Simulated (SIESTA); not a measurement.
## Effort and miss along a sweep of MeshCutoff: NbPb3 (Pm-3m, 4 atoms in the cell)

```xyz
4
Lattice="4.7332 0.0000 0.0000 0.0000 4.7332 0.0000 0.0000 0.0000 4.7332" Properties=species:S:1:pos:R:3 pbc="T T T"
Pb     0.0000     2.3666     2.3666
Pb     2.3666     2.3666     0.0000
Pb     2.3666     0.0000     2.3666
Nb     0.0000     0.0000     0.0000
```

Method of the run: GGA PBE, numerical atomic orbitals DZP, PseudoDojo PBE standard norm-conserving potentials (rewritten from UPF to PSML) (SIESTA).

Base settings: XC.functional = GGA; XC.authors = PBE; potentials = PseudoDojo PBE standard; PAO.BasisSize = DZP; PAO.EnergyShift = 0.01 Ry; MeshCutoff = 400 Ry; kgrid.MonkhorstPack = 9 9 9 shifted by 0.5 0.5 0.5; OccupationFunction = FD; ElectronicTemperature = 100 meV; MaxSCFIterations = 150.

Misses are taken against the tightest run, 800 Ry (999 Ry used), which need not be fully converged itself. The energy is the free energy per atom.

Core times come from one kind of shared machine and are given to one figure; runs under 30 s give none.

The starting cell was generated: these elements placed on a structure prototype, without a prior relaxation; it need not be a known phase or ordering of this composition. Spin polarisation is off. Values carry the incompleteness of an atom-centred basis.

| MeshCutoff | energy less reference (meV/atom) | core time / reference (rough) |
|---|---|---|
| 75 Ry (111 Ry used) | -14.52 | 0.2 |
| 100 Ry (111 Ry used) | -14.52 | 0.2 |
| 150 Ry (160 Ry used) | -5.68 | 0.2 |
| 200 Ry (284 Ry used) | -1.14 | 0.3 |
| 250 Ry (284 Ry used) | -1.14 | 0.3 |
| 300 Ry (308 Ry used) | -0.89 | 0.3 |
| 400 Ry (444 Ry used) | -0.32 | 0.3 |
| 600 Ry (640 Ry used) | -0.11 | 0.7 |
| 800 Ry (999 Ry used) | 0.00 | 1 |

Coarsest setting among those run that, with all tighter ones, holds the energy within 5 meV/atom of the reference: 200 Ry (284 Ry used), off by 1.1 meV/atom; it needs about 0.3 of the reference's time.

Coarsest setting among those run that, with all tighter ones, holds the energy within 1 meV/atom of the reference: 300 Ry (308 Ry used), off by 0.89 meV/atom; it needs about 0.3 of the reference's time.

The step from 75 Ry (111 Ry used) to 600 Ry (640 Ry used): it takes the miss in the energy from 15 to 0.11 meV/atom, for roughly 3 times the time.
